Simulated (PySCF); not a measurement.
PySCF 2.14.0, unrestricted WB97X/def2-svpd, df: F[S](F)F, charge 0, multiplicity 2, 4 atoms. The geometry is a generated start, not checked to be a minimum at this level.

* **task**: energy
* **method**: wb97x
* **basis**: def2-svpd
* **two-electron scheme**: density fitting
* **mol.max_memory**: 3000 MB
* **mf.max_cycle**: 100
* **mf.DIIS**: CDIIS (default)
* **mf.conv_tol**: 1e-09 (default)
* **mf.grids.level**: 3 (default)
* **basis functions**: 96
* **grid points**: 61672

```xyz
4

F      1.6518    -0.5481     0.0693
S      0.2182     0.3692     0.0200
F     -1.2756     1.1851     0.0222
F     -0.5944    -1.0062    -0.1116
```

Charge 0 and multiplicity 2 are set for this test and not shown to be the ground state.

With the defaults (mf.diis = true, mf.init_guess = minao, mf.diis_space = 8, mf.level_shift = 0, mf.damp = 0, mf.diis_start_cycle = 1) it converges in 15 Fock builds. One run each on 2 threads, 1 BLAS thread, with these changes:
- mf.diis_space = 3
- mf.level_shift = 0.3 Hartree
- mf.level_shift = 0.1 Hartree
- mf.diis = false, mf.damp = 0.7, mf.diis_start_cycle = 999
- mf.damp = 0.3, mf.diis_start_cycle = 4
- mf.diis_space = 12
- mf.diis_space = 20
- mf.init_guess = mod_huckel
- mf.diis = false

Question: Name the settings that don't reach the solution of the defaults.

Answer: No convergence: mf.diis = false (the run ends without SCF convergence in 100 cycles). The rest reach the solution of the defaults.

```json
[
 {"setting": "the defaults", "Fock builds": "15", "end": "same solution"},
 {"setting": "mf.diis_space = 20", "Fock builds": "15", "end": "same solution"},
 {"setting": "mf.diis_space = 12", "Fock builds": "15", "end": "same solution"},
 {"setting": "mf.level_shift = 0.1 Hartree", "Fock builds": "16", "end": "same solution"},
 {"setting": "mf.init_guess = mod_huckel", "Fock builds": "17", "end": "same solution"},
 {"setting": "mf.damp = 0.3, mf.diis_start_cycle = 4", "Fock builds": "17", "end": "same solution"},
 {"setting": "mf.level_shift = 0.3 Hartree", "Fock builds": "18", "end": "same solution"},
 {"setting": "mf.diis_space = 3", "Fock builds": "19", "end": "same solution"},
 {"setting": "mf.diis = false, mf.damp = 0.7, mf.diis_start_cycle = 999", "Fock builds": "51", "end": "same solution"},
 {"setting": "mf.diis = false", "Fock builds": "101", "end": "no convergence"}
]
```
